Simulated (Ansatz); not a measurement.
System: zinc-blende KCl (model structure). Method: PBEsol (Ansatz, a program for electronic structure, PAW).

Numerical settings: plane-wave cutoff 500 eV, 8×8×8 k mesh, gaussian smearing 0.02 eV, scalar-relativistic PAW data made under PBE.

Cell (relaxed at this level):

```xyz
2
Lattice="0.0000 3.4766 3.4766 3.4766 0.0000 3.4766 3.4766 3.4766 0.0000" Properties=species:S:1:pos:R:3 pbc="T T T"
K      0.0000     0.0000     0.0000
Cl     1.7383     1.7383     1.7383
```

What does this level give for the band gap?


band gap: 4.84 eV (on the SCF k mesh)

Note: the relaxation could raise the start's symmetry but not lower it, so the cell can be a saddle point.

Cost on a shared machine: roughly 20 core-seconds.

A model structure was made by putting elements into a prototype or built by hand; it is no filed structure, need not be a known phase, and can be a saddle point held by its symmetry.
